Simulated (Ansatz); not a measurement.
F on the 1x1 (111) surface of fcc Cu, one in a 2x2 cell, energies for each (22.8 Å²). Energies are against ½ F2(g), without zero-point or thermal terms; each row is named by its start.

These are PBE (plane waves to 420 eV, PAW; Ansatz, a program for electronic structure) values and carry that method's errors.

Set-up: 17 atoms, 6.2 Å thick at the start under the adsorbate (thin: gaps and levels are the slab's own); mesh 9x9x1; 0.1 eV smearing; dipole correction on; 8 atoms held, the rest relaxed; each run with such symmetry as its start has; no spin, no spin-orbit, no U, no dispersion correction.

A negative adsorption energy means that the adsorbate is more stable on the surface than in its reference. Heights count from the host atoms within 0.3 Å of the top one.

```
starting site                           E_ads (eV)  height (Å)  nearest host atom (Å)  bonded to  Δ work function (eV)  lateral drift (Å)
--------------------------------------  ----------  ----------  ---------------------  ---------  --------------------  -----------------
top Cu                                       -2.26        1.89                Cu 1.83         Cu                  2.24                0.0
hollow Cu-Cu-Cu over Cu at depth 2.1 Å       -2.69        1.49                Cu 2.11       3 Cu                  1.01                0.0
hollow Cu-Cu-Cu over Cu at depth 4.1 Å       -2.72        1.48                Cu 2.09       3 Cu                  0.92                0.0
bridge Cu-Cu (span 2.6 Å)                    -2.64        1.56                Cu 2.01       2 Cu                  1.20                0.0
```
